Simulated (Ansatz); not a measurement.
The reference is TiC in the rock salt structure (space group Fm-3m, No. 225; a = 4.333 Å).

Method: PBE (Ansatz, an electronic-structure program, PAW, no SOC).

Base values:

| Quantity | Result |
|---|---|
| Volume per atom | 10.17 Å³ |
| Band gap | zero |

Now apply this change: cell and atoms relaxed at a pressure of 0.7 GPa.

Question: Predict the new volume per atom and band gap.

Answer: The volume per atom shrinks by 0.03 Å³ to 10.14 Å³; the band gap is still zero.

Load acts through the strain it causes; cell and atoms are relaxed under it. Whether these cells are dynamically stable was not tested. The base started in Pnma and relaxed to Fm-3m at this level. The final runs are not spin-polarised.
